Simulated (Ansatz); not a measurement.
## SiTe (model structure, started from the SnO type, P4/nmm, No. 129, 4 atoms in the cell): lattice parameter a by level of theory

No measured value is used here.

Task: Put these levels in order of the lattice parameter a that they give for SiTe (model structure, started from the SnO type, P4/nmm, No. 129, 4 atoms in the cell), smallest first: PBE (Ansatz, a quantum-chemistry and plane-wave program), PBE-D3(BJ) (Ansatz), r²SCAN (Ansatz), r²SCAN+rVV10 (Ansatz).

Result: PBE-D3(BJ) (5.027 Å), r²SCAN+rVV10 (5.064 Å), PBE (5.079 Å), r²SCAN (5.121 Å)

PBE-D3(BJ): a distance lies near a switch of the dispersion term, which can move the cell. Cutoffs differ between the levels. Ansatz's density-functional and Hartree–Fock values are scalar-relativistic unless marked +SOC, with PAW data made under PBE.

A model structure was made by putting elements into a prototype or built by hand; it is no filed structure, need not be a known phase, and can be a saddle point held by its symmetry.
